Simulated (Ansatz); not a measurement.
MgO under a change: isotropic strain −2.00 %

Base system: MgO in the rock salt structure (space group Fm-3m, No. 225; a = 4.2141 Å).

Now apply this change: every lattice vector is shortened by 2.00 %; the atoms relax in the strained cell.

The values are results of DFT with PBEsol, PAW potentials and a 420 eV plane-wave cutoff in Ansatz (a program for electronic structure), no spin-orbit coupling, not measurements. Settings: 13×13×13 k-points, 0.05 eV Fermi–Dirac smearing.

```csv
quantity,base,changed,shift
volume per atom,9.35 Å³,8.80 Å³,-0.55 Å³
space group,Fm-3m (No. 225),Fm-3m (No. 225),–
shortest interatomic distance,210.7 pm,206.5 pm,-4.2 pm
energy relative to the base (free energy F),0 meV/atom,+18 meV/atom,+18 meV/atom
pressure,0.01 GPa,10.82 GPa,+10.81 GPa
band gap,4.62 eV,5.22 eV,+0.60 eV
gap character,direct at Γ,direct at Γ,–
mean gap deformation potential ΔEg/Δln V,–,-10.0 eV,–
electron mass,0.34 mₑ (at Γ),0.36 mₑ (at Γ),–
"hole mass (degenerate bands, along [100])","0.38, 2.1, 2.1 mₑ (at Γ)","0.40, 2.0, 2.0 mₑ (at Γ)",–
```

Masses are band curvatures over ±0.01 Å⁻¹ around the edge. Whether these cells are dynamically stable was not tested.
